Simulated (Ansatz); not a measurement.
The parent structure is BaF$_{2}$ in the fluorite structure (space group Fm-3m, No. 225; a = 6.246 Å).

The values are results of PBE (Ansatz, an electronic-structure program, PAW, scalar-relativistic without spin-orbit coupling), not measurements.

For the base:

| Item | Result |
|---|---|
| Smallest direct gap | 6.81 eV |
| Band gap | 6.73 eV |
| Pressure | 0.00 GPa |

The change: every lattice vector is stretched by 0.85 %, atoms relaxed at fixed cell.

What does the calculation give for the energy relative to the base, smallest direct gap, band gap and pressure after the change?

The energy increases by 2.2 meV/atom; the smallest direct gap shrinks by 0.126 eV to 6.69 eV; the band gap falls by 0.114 eV (6.73 eV → 6.61 eV); the pressure goes from zero to -1.29 GPa.

The cells carry an imposed strain or load. Stability against distortions was not tested.
